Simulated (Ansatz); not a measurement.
**SnS2: pressure series**

Take SnS₂ in the CdI2 type structure (space group P-3m1, No. 164; layered, stacked along the Cartesian z axis) as the base.

```
SnS2
1.0
    3.62596     0.00000     0.00000
   -1.81298     3.14018     0.00000
    0.00000     0.00000     5.57353
Sn S
1 2
Direct
  0.00000   0.00000   0.00000
  0.33333   0.66667   0.26441
  0.66667   0.33333   0.73559
```

Cell and atoms are relaxed at each pressure.

Calculations: Ansatz (a first-principles code), PBEsol-D3(BJ), PAW, cutoff 420 eV, no SOC, earlier PAW set.

```csv
pressure (GPa),volume per atom (Å³/atom)
-2,23.090
-1,21.825
0,21.154
0.3,?
0.7,20.797
1.5,20.451
```

Question: Fit the third-order Birch–Murnaghan form P(V) = (3B₀/2)[(V₀/V)^(7/3) − (V₀/V)^(5/3)]·[1 + (3/4)(B₀′ − 4)((V₀/V)^(2/3) − 1)] (squares taken in P) to the rows shown and predict the withheld row.

Answer: Least squares on the printed values gives V₀ = 21.152 Å³/atom, B₀ = 37.6 GPa, B₀′ = 10.5; this predicts 20.990 Å³/atom, and the run gives 20.994 Å³/atom, 0.004 higher.

Load acts through the strain it causes; cell and atoms are relaxed under it. Whether these cells are dynamically stable was not tested.
